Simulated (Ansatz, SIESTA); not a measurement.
Code comparison for LaZn2 (P1, 6 atoms in the cell)

Self-consistent single point, at a second geometry (atoms moved at random). First geometry:

```yaml
crystal:
  lattice:
    - [-2.29997, 3.74150, 3.68488]
    - [2.29997, -3.74150, 3.68488]
    - [2.29997, 3.74150, -3.68488]
  atoms:
    - { symbol: La, position: [0.79205, 0.54205, 0.25000] }
    - { symbol: La, position: [0.20795, 0.45795, 0.75000] }
    - { symbol: Zn, position: [0.77346, 0.83618, 0.93728] }
    - { symbol: Zn, position: [0.22654, 0.16382, 0.06272] }
    - { symbol: Zn, position: [0.39890, 0.83618, 0.56272] }
    - { symbol: Zn, position: [0.60110, 0.16382, 0.43728] }
```

Second geometry:
```
LaZn2
1.0
   -2.29997     3.74150     3.68488
    2.29997    -3.74150     3.68488
    2.29997     3.74150    -3.68488
La Zn
2 4
Direct
  0.79761   0.53027   0.23918
  0.21994   0.49189   0.77302
  0.77130   0.83550   0.94378
  0.22077   0.16859   0.06972
  0.40124   0.83066   0.56220
  0.58914   0.14308   0.41209
```

Shared settings, as Ansatz (a program for electronic structure) writes them: kpoints.mp_grid.grid = 4 4 4; scf.occupations.method = fermi_dirac; scf.occupations.width = 0.0073 Ry. Potentials and cutoffs stand in the table.

| code | model | ΔF from the first geometry (meV/atom) | pressure (GPa) | largest force (eV/Å) | cutoff |
|---|---|---|---|---|---|
| SIESTA | GGA PBEsol, numerical atomic orbitals DZP, PseudoDojo PBEsol standard norm-conserving potentials (rewritten from UPF to PSML) | 26.3 | -2.90 | 1.254 | grid 300 Ry |
| Ansatz | PBEsol, PAW files made with PBE | 22.9 | 1.05 | 1.088 | 30.9 Ry |

Size of the force on each atom (eV/Å): Sizes of forces hide their directions.

```json
[
 {"code": "SIESTA", "La1": "0.389", "La2": "1.254", "Zn3": "0.667", "Zn4": "0.340", "Zn5": "0.254", "Zn6": "1.110"},
 {"code": "Ansatz", "La1": "0.366", "La2": "1.088", "Zn3": "0.444", "Zn4": "0.213", "Zn5": "0.215", "Zn6": "0.850"}
]
```

The spread over the programs that give each value: ΔF from the first geometry within 3.4 meV/atom; pressure within 3.95 GPa; largest force within 0.166 eV/Å.

SIESTA uses small atom-centred bases, whose incompleteness enters pressures, forces and empty levels differently from a plane-wave cutoff. Ansatz's pressure is given at a fixed set of plane waves, as the other plane-wave codes print theirs; with its correction for the finite basis it is 1.09 GPa.

The shared mesh is coarse (it stands for a supercell whose shortest vector is 18 Å), so the values are not converged in it.

The starting cell comes from a database of computed structures (which also holds hypothetical and non-ambient phases and stackings), without a prior relaxation at this level. Its lattice was rescaled by a random factor within 2.5 % of one. For this run, on top of that: atoms moved at random.

Keys are those of Ansatz 0.2.
